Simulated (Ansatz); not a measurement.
System: Ta-vacancy pair (Ta on one host W site, one W site vacant) in bcc W (neutral cell). Level of theory: PBE, PAW (plane waves to 420 eV; Ansatz, a first-principles code).

Settings: 36 host sites, the relaxed PBE lattice, a 2×2×3 k-point mesh shifted by half a step, smearing 0.10 eV, spin-restricted, no image-charge correction. No zero-point or tunnelling terms. Spin-orbit coupling is left out. Forms of the defect that were not tried may lie lower.

Barriers: single points on a 3×3×5 k-point mesh shifted by half a step at the bands' geometries (they differ from the bands' own by up to 0.08 eV, and are uncertain by about as much).

The step: one W atom jumps into the vacancy from a nearby W site (Ta-vacancy distance between ideal sites 2.76 → 4.50 Å); the atom moves 2.69 Å along (-0.49, 0.49, -0.48) of the unit cell; the moving atom starts with neighbours 2 W at 2.73, W at 2.74, 2 W at 2.76, W at 2.77, W at 2.78, W at 3.14, 2 W at 3.16, 2 W at 3.20, W at 3.23 Å and ends with Ta at 2.78; W at 2.72, W at 2.74, 3 W at 2.76, W at 2.78, W at 3.12, W at 3.14, W at 3.17, W at 3.19, W at 3.22, W at 3.25 Å.

Give the migration barrier of this step at the level PBE, PAW.

1.64 eV forward and 1.61 eV backward. At the saddle the moving atom has neighbours Ta at 3.22; 3 W at 2.69, 2 W at 2.73, W at 2.74, 2 W at 3.25 Å. The saddle point's order was not checked.
